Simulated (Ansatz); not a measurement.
SiO2 (P4₁2₁2, No. 92), treated with PBE-D3(BJ) in Ansatz (plane waves, PAW).

Settings: plane-wave cutoff 520 eV, 8×8×6 k mesh (along the axes of the cell as run), Fermi–Dirac smearing 0.01 eV, scalar-relativistic PAW data made under PBE.

Properties against volume:

Shape and atoms are relaxed at each volume.

| V (Å³/atom) | P (GPa) | direct gap at Γ (eV) | c (Å) | a (Å) |
|---|---|---|---|---|
| 13.314 | 0.78 | 5.708 | 6.696 | 4.885 |
| 13.591 | 0.36 | 5.680 | 6.756 | 4.914 |
| 13.869 | -0.01 | 5.653 | 6.813 | 4.942 |
| 14.146 | -0.32 | 5.626 | 6.871 | 4.970 |
| 14.423 | -0.63 | 5.598 | 6.929 | 4.998 |

A straight line through the gaps at Γ against ln V gives a volume deformation potential dE_g(Γ)/d ln V of -1.4 eV: the gap at Γ widens under compression.

Note: the bulk modulus comes from volumes at which shape and atoms were relaxed.

Ansatz is an electronic-structure program.
